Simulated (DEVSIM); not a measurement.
Structure: abrupt Si p-n junction, at 300 K.

```csv
layer (left to right),material,thickness (μm),Nd (cm⁻³),Na (cm⁻³),τn (s),τp (s)
1,Si,0.120,-,3.9e16,4.3e-5,4.3e-5
2,Si,7.00,2.6e14,-,4.3e-5,4.3e-5
```

Left contact: ohmic. Right contact: ohmic. Voltage is applied to the left contact. Recombination: SRH at mid-gap, radiative. Mobility is μmin + (μ − μmin)/(1 + (N/Nref)^α).

The device is made up for the run: typed textbook-type constants, with dimensions and the other settings drawn at random. Values at 300 K.

| parameter | Si |
|---|---|
| gap (eV) | 1.124 |
| affinity (eV) | 4.05 |
| permittivity | 11.7 |
| Nc (cm⁻³) | 2.86e19 |
| Nv (cm⁻³) | 3.1e19 |
| μn (cm²/Vs) | 1417 |
| μp (cm²/Vs) | 470 |
| μn,min | 52 |
| μp,min | 45 |
| Nref,n | 9.7e16 |
| Nref,p | 2.2e17 |
| αn | 0.68 |
| αp | 0.72 |
| B (cm³/s) | 4.7e-15 |

DEVSIM, 1D drift-diffusion, Boltzmann statistics, complete ionisation; no tunnelling, impact ionisation, image-force lowering or self-heating.

The doping Na of layer 1 was swept, all else fixed.

| doping Na of layer 1 (cm^-3) | largest field in the device at zero bias (V/cm) | potential step across the device at zero bias (V) | dark forward voltage at 1 A/cm² (V) | dark forward voltage at 100 A/cm² (V) |
|---|---|---|---|---|
| 1.2e15 | 6200 | 0.561 | 0.446 | 1.023 |
| 3.9e15 | 6700 | 0.592 | 0.476 | 0.933 |
| 1.2e16 | 8200 | 0.621 | 0.499 | 0.867 |
| 3.9e16 | 12000 | 0.651 | 0.522 | 0.812 |
| 1.2e17 | 20000 | 0.680 | 0.534 | 0.776 |
| 3.9e17 | 34000 | 0.711 | 0.539 | 0.752 |
| 1.2e18 | ? | 0.740 | 0.541 | ? |

What belongs in the gaps?


- 1.2e18, largest field in the device at zero bias (V/cm): 60000
- 1.2e18, dark forward voltage at 100 A/cm² (V): 0.745
